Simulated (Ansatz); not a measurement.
Defect migration in zinc-blende CuI: Cu vacancy, charge state -1. The step: one Cu atom jumps into the vacancy from a nearby Cu site; the atom moves 4.22 Å along (0.00, 0.49, -0.49) of the unit cell; the moving atom starts with neighbours I at 2.58, I at 2.64, I at 2.65, I at 2.66 Å and ends with I at 2.59, 2 I at 2.64, I at 2.66 Å. DFT values are from Ansatz (plane-wave PAW, 420 eV unless said) in a cell of 64 host sites, spin-restricted, static, with no finite-size correction. The charge state is imposed; whether it is stable for some Fermi level was not computed. Forms of the defect that were not tried may lie lower. For the PBE band: the saddle point's order was not checked, and it lies on a symmetry element of the cell, where a band can be held.

```csv
Level,Forward barrier (eV),Cost of the band or of the saddle's single point
"CHGNet universal potential (has no charge state), its own band",0.24,-
"PBE, one k-point at (0.250, 0.250, 0.250), band relaxed",0.40,very roughly 9 core-hours
"PBE, a 2×2×2 k-point mesh shifted by half a step, same geometries",0.40,about 30 core-minutes (a rough figure)
"r2SCAN at 500 eV, one k-point at (0.250, 0.250, 0.250), same geometries",(withheld),about 15 core-minutes (a rough figure)
```

**Question.** Some entries are withheld; supply them.

**Answer.** 
- r2SCAN at 500 eV, one k-point at (0.250, 0.250, 0.250), same geometries, Forward barrier (eV): 0.41

Ansatz is an electronic-structure program.
